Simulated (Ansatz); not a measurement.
HfO2 under a change: pressure 0.7 GPa

Start from HfO2 (space group P4_2/nmc, No. 137; a = 3.577 Å, c = 5.203 Å).

The change: a hydrostatic pressure of 0.7 GPa.

Level of theory: Ansatz (a quantum-chemistry and plane-wave program) r2SCAN, no spin-orbit coupling. Γ-centred 9×9×7 mesh, Fermi–Dirac width 0.05 eV.

| quantity | base | changed | shift |
|---|---|---|---|
| volume per atom | 11.09 Å³ | 11.05 Å³ | -0.04 Å³ |
| density | 10.50 g/cm³ | 10.54 g/cm³ | +0.04 g/cm³ |
| lattice parameter a | 357.7 pm | 357.4 pm | -0.3 pm |
| c/a ratio | 1.455 | 1.453 | -0.0014 |
| shortest interatomic distance | 205.9 pm | 205.9 pm | 0.0 pm |
| enthalpy H = E + PV relative to the base's energy | – | +0.05 eV/atom | – |
| band gap | 5.27 eV | 5.27 eV | 0.00 eV |
| gap character | indirect, Z → Γ | indirect, Z → Γ | – |
| smallest direct gap | 5.34 eV | 5.34 eV | 0.00 eV |
| electron mass | 1.0 mₑ along c, 0.89 mₑ across (at Γ) | 1.0 mₑ along c, 0.89 mₑ across (at Γ) | – |

Cost of the whole job for the changed cell (relaxation, final SCF and bands): about 110 core-seconds (a rough figure).

Spin-orbit coupling, missing from the scalar runs, can matter with Hf. Load acts through the strain it causes; cell and atoms are relaxed under it. Effective masses come from finite differences of ±0.01 Å⁻¹. Stability against distortions was not tested. This is not the structure that HfO2 has at room temperature and ambient pressure.
